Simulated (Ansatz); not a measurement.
How far to go with zone-centre phonons against the mesh: CaHg (Pm-3m, 2 atoms in the cell)

```yaml
crystal:
  lattice:
    - [3.77342, 0.00000, 0.00000]
    - [0.00000, 3.77342, 0.00000]
    - [0.00000, 0.00000, 3.77342]
  atoms:
    - { symbol: Ca, position: [0.00000, 0.00000, 0.00000] }
    - { symbol: Hg, position: [0.50000, 0.50000, 0.50000] }
```

Computed with LDA (PW92), default PAW files made with PBE (plane waves; Ansatz, a program for electronic structure).

Base settings: basis.ecutwfc = 420 eV; kpoints.mp_grid.grid = 9 9 9; hamiltonian.xc = lda; hamiltonian.pseudopotentials = {kind: paw} (the program's default PAW files); scf.occupations.method = gaussian; scf.occupations.width = 0.1 eV.

In this ladder: phonons.method = dfpt.

Frequencies are those of the unrelaxed cell, without the LO-TO term of polar crystals.

Only quantities that move along the ladder and can be compared are tabulated.

Core times come from one kind of shared machine, to one figure; runs under 30 s give none.

The starting cell comes from a database of computed structures (which also holds hypothetical and non-ambient phases and stackings), without a prior relaxation at this level. Its lattice was rescaled by up to half a per cent. In the base run, with a pressure of about -4 GPa the cell is away from its equilibrium volume at this level.

```csv
kpoints.mp_grid.grid,highest zone-centre frequency (cm⁻¹),core time / last (rough)
3 3 3,108.9,–
4 4 4,111.6,–
5 5 5,111.9,–
6 6 6,113.4,–
7 7 7,110.2,–
8 8 8,113.3,–
10 10 10,112.3,0.2
13 13 13,113.5,0.3
16 16 16,113.1,0.5
20 20 20,112.8,1
```

Coarsest kpoints.mp_grid.grid that holds the highest zone-centre frequency within 2 cm⁻¹ of the last step, with all finer ones: 8 8 8; the step before is off by 2.6 cm⁻¹.

Keys are those of Ansatz 0.2.
